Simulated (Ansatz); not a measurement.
Input and output of a relaxation of cell and atoms for Sr₄SeS₃ (C2/m, 8 atoms in the cell) (Ansatz, a program for electronic structure).

Computed with PBEsol-D3BJ, default PAW files made with PBE (plane waves; Ansatz).

```
CELL_PARAMETERS angstrom
      7.10480    -2.14211     0.00000
      7.10480     2.14211     0.00000
     -1.29418     0.00000     7.31113
ATOMIC_POSITIONS crystal
  Sr 0.37428 0.37428 0.11962
  Sr 0.62572 0.62572 0.88038
  Sr 0.87159 0.87159 0.62908
  Sr 0.12841 0.12841 0.37092
  Se 0.50000 0.50000 0.50000
  S  0.75102 0.75102 0.24921
  S  0.24898 0.24898 0.75079
  S  0.00000 0.00000 0.00000
```

Reference input (self-consistent single point, DFT, PBEsol, plane waves, default PAW files made with PBE): kpoints.mp_grid.grid = 5 5 3; hamiltonian.xc = pbesol; hamiltonian.pseudopotentials = {kind: paw} (the program's default PAW files); scf.occupations.method = fixed. This run's input differs from it in these lines:

```diff
@@ -20,2 +20,3 @@
   xc: pbesol
+  dispersion: d3bj
   pseudopotentials:
@@ -25,2 +26,4 @@
     method: fixed
+relax:
+  cell: {}
 output:
```

Output, abridged:

```
   [... SCF lines of the steps left out ...]
relax step   1: F+E_penalty+E_count = -22067.54911086 eV  Δ(F+E_penalty+E_count) = +0.000e0 eV  max|allowed force component| = 1.914e-2 eV/Å  Δτ_max = 0.0000 Å  P = -2.707 GPa  Ω = 222.540 Å³  (7 SCF iters, dr2 threshold 1.00e-7 eV, accepted)
relax step   2: F+E_penalty+E_count = -22067.61104969 eV  Δ(F+E_penalty+E_count) = -6.194e-2 eV  max|allowed force component| = 3.523e-2 eV/Å  Δτ_max = 0.0199 Å  P = +2.033 GPa  Ω = 203.636 Å³  energy of the carried Pulay correction = +4.551e-4 eV  [...]
   [... lines left out ...]
relax step   4: F+E_penalty+E_count = -22067.65489053 eV  Δ(F+E_penalty+E_count) = -4.541e-4 eV  max|allowed force component| = 9.523e-3 eV/Å  Δτ_max = 0.0047 Å  P = -0.010 GPa  Ω = 210.708 Å³  energy of the carried Pulay correction = +2.802e-4 eV  [...]
relax step   5: F+E_penalty+E_count = -22067.65460379 eV  Δ(F+E_penalty+E_count) = +2.867e-4 eV  max|allowed force component| = 9.505e-3 eV/Å  Δτ_max = 0.0000 Å  P = -0.009 GPa  Ω = 210.708 Å³  stress off target by 1.96e-2 GPa  SCF on the basis [...]
basis re-selected at this cell: Δ(F+E_penalty+E_count) = +2.867e-4 eV, ΔP = +0.000 GPa vs the last step
the relaxation is at rest under the 4 symmetry operations that the run kept from its start: a minimum is not shown …
Stability not checked: this state was not tested for a lower state beside it, because too few of the mixer's solves of this state at the end of the SCF gave a …
Free energy (F): -22067.654604 eV
Internal energy: -22067.654604 eV  (E = F + TS)
   [... lines left out ...]
Fermi energy:    6.659152 eV
  cell:  # Å, volume = 210.7079 Å³
   [... lines left out ...]
    - { symbol: Sr, position: [0.12885620812999132, 0.12885620812999132, 0.3705611391584458] }
    - { symbol: Se, position: [0.5, 0.5, 0.5000000000000001] }
    - { symbol: S, position: [0.7518157883203072, 0.7518157883203072, 0.2492612621291564] }
    - { symbol: S, position: [0.24818421167969273, 0.24818421167969273, 0.7507387378708436] }
    - { symbol: S, position: [-3.2546245055295297e-20, -3.2546245055295237e-20, -2.224421506894822e-20] }
```

The run converged. 

Summary of the result:
| Item | Value |
|---|---|
| Free energy E − TS (on the zero of these files) | -22067.6546 eV |
| Top of the valence band (on the code's own zero) | 6.66 eV |
| Gap on the k-point mesh | 2.15 eV |
| Pressure | -0.01 GPa |
| Largest force (vector length) | 0.011 eV/Å |
| Dispersion energy | -2.657 eV |
| Final cell | a = b = 7.287 Å, c = 7.289 Å, α = β = 99.59°, γ = 33.56° |
| Final volume per atom | 26.34 Å³ |
| Relaxation steps | 5 |

The starting cell comes from a database of computed structures (which also holds hypothetical and non-ambient phases and stackings), without a prior relaxation at this level. Its lattice was rescaled by a random factor within 2.5 % of one. The relaxation keeps the symmetry of its start, so its end need not be a minimum. Ansatz's pressure includes its estimate of the finite-basis (Pulay) stress.

Cost on one core of a shared machine: roughly 80 s.

Keys are those of Ansatz 0.2.
